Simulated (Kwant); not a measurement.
Kwant, Hückel tight-binding model, one pz orbital an atom, one spin, coherent transport at 0 K. Conductance is in e²/h.

Device: π system C=Cc1ccccc1 between two chain leads. The π system is taken as planar. Atoms are numbered from 0 in the order of the SMILES. Site energies (eV, carbon 0): [0.0, 0.0, 0.0, 0.0, 0.0, 0.0, 0.0, 0.0]. Bonds (i, j, β in eV): (0,1,-3) (1,2,-3) (2,3,-3) (3,4,-3) (4,5,-3) (5,6,-3) (6,7,-3) (7,2,-3). Leads: chains of hopping −4.5 eV, joined by −1.5 eV to atoms 0 and 3.

Site energies and bond integrals are typed Hückel values.

Sweep values stay those of the base run.

One input was changed, with this effect: transmission at E = 0 0.027 → 0.11.

Problem. Which change was it?
A. contacts moved from atoms [0, 3] to [3, 6]
B. contacts moved from atoms [0, 3] to [3, 5]
C. contacts moved from atoms [0, 3] to [4, 5]
D. contacts moved from atoms [0, 3] to [0, 1]
E. contacts moved from atoms [0, 3] to [3, 7]
F. contacts moved from atoms [0, 3] to [1, 5]

Solution. D, contacts moved from atoms [0, 3] to [0, 1]
